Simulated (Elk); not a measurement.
A self-consistent single point of MoS2 (P1, 6 atoms in the cell) with Elk.

Computed with LDA (PW92), all-electron FP-LAPW, Elk's shipped species files, default APW+lo basis (Elk 10.2.4).

```
CELL_PARAMETERS angstrom
      3.18543     0.00000     0.00000
     -1.59272     2.75866     0.00000
      0.00000     0.00000    13.17839
ATOMIC_POSITIONS crystal
  Mo 0.00326 0.00244 0.25072
  Mo 0.00293 0.99844 0.74778
  S  0.32478 0.66588 0.36722
  S  0.66227 0.34144 0.63465
  S  0.66420 0.32552 0.86650
  S  0.34257 0.66629 0.13313
```

Reference input (self-consistent single point, DFT, PBEsol, all-electron FP-LAPW, Elk's shipped species files, default APW+lo basis): xctype = 22; rgkmax = 7; stype = 0; swidth = 0.0001 Ha; ngridk = 6 6 2; rmtscf = 0.87. This run's input differs from it in these lines:

```diff
@@ -4,3 +4,3 @@
 xctype
-  22
+  3
```

Log, with long lists cut:

```
│ Self-consistent loop started │
│ Loop number : 1 │
 total energy                :     -9667.10630596
│ Loop number : 2 │
 total energy                :     -9668.33942194
RMS change in Kohn-Sham potential (target) :   0.2684681043     (  0.1000000000E-05)
Absolute change in total energy (target)   :    1.233115983     (  0.1000000000E-03)
│ Loop number : 3 │
 total energy                :     -9672.78926197
RMS change in Kohn-Sham potential (target) :   0.2070476806     (  0.1000000000E-05)
Absolute change in total energy (target)   :    4.758119019     (  0.1000000000E-03)
│ Loop number : 4 │
   [... lines left out ...]
Absolute change in total energy (target)   :   0.3794969598E-04 (  0.1000000000E-03)
│ Loop number : 19 │
 total energy                :     -9683.09265308
RMS change in Kohn-Sham potential (target) :   0.5425647388E-06 (  0.1000000000E-05)
Absolute change in total energy (target)   :   0.2067989553E-03 (  0.1000000000E-03)
│ Loop number : 20 │
 total energy                :     -9683.09269313
RMS change in Kohn-Sham potential (target) :   0.3685956031E-06 (  0.1000000000E-05)
Absolute change in total energy (target)   :   0.9174641309E-04 (  0.1000000000E-03)
Convergence targets achieved

│ Loop number : 21 │

Energies :
 Fermi                       :     0.256393475156
 total energy                :     -9683.09271062

Density of states at Fermi energy :   0.8515042821E-05
 (states/Hartree/unit cell)

Estimated indirect band gap :   0.3396837866E-01
 from k-point      1 to k-point     15
Estimated direct band gap   :   0.5753720427E-01
 at k-point     51

Charges :
 core                        :    96.00000000
 valence                     :    52.00000000
 interstitial                :    14.52198384
 muffin-tins (core leakage)
  species :    1 (Mo)
   atom    1                 :    39.48637916     (  0.4626244205E-05)
   atom    2                 :    39.50512718     (  0.4633701504E-05)
  species :    2 (S)
   atom    1                 :    13.62109728     (  0.4784229255E-03)
   atom    2                 :    13.64430045     (  0.4799569070E-03)
   atom    3                 :    13.60703976     (  0.4775370584E-03)
   atom    4                 :    13.61407233     (  0.4779680128E-03)
 total in muffin-tins        :    133.4780162
 total calculated charge     :    147.9864181
 total charge                :    148.0000000
 error                       :   0.1358187307E-01

│ Self-consistent loop stopped │
```

The run converged in 21 iterations. The count includes the last loop, which Elk runs after its targets are met. Against the reference run the gap on the mesh goes from 0.938 to 0.924 eV.

The starting cell comes from a database of computed structures (which also holds hypothetical and non-ambient phases and stackings), without a prior relaxation at this level. Its atoms were displaced at random from the sites of space group no. 194. Values depend on the basis (sphere radii, cutoffs, local orbitals), which need not be converged.

Cost on one core of a shared machine: roughly 6 min.
